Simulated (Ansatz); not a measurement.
Take MgTe in the zinc blende structure (space group F-43m, No. 216; a = 6.439 Å) as the base.

All numbers come from PBEsol (Ansatz, a program for electronic structure; PAW; 420 eV plane waves; no spin-orbit coupling).

Strains are applied to the cell and any free atomic positions relax.

One change was made to it. Results:

```json
[
 {"quantity": "pressure", "base": "-0.01 GPa", "after": "3.20 GPa"},
 {"quantity": "gap character", "base": "direct at Γ", "after": "indirect, Γ → X"},
 {"quantity": "energy relative to the base (free energy F)", "base": "0 meV/atom", "after": "+23 meV/atom"}
]
```

What was done to the base?
(A) isotropic strain −3.00 %
(B) isotropic strain −2.50 %
(C) isotropic strain −1.50 %

B, isotropic strain −2.50 %. For comparison, the energy relative to the base in the other runs: isotropic strain −1.50 % gives +7.9 meV/atom; isotropic strain −3.00 % gives +33 meV/atom.

Spin-orbit coupling, missing from the scalar runs, can matter with Te. No phonon test of stability was made.
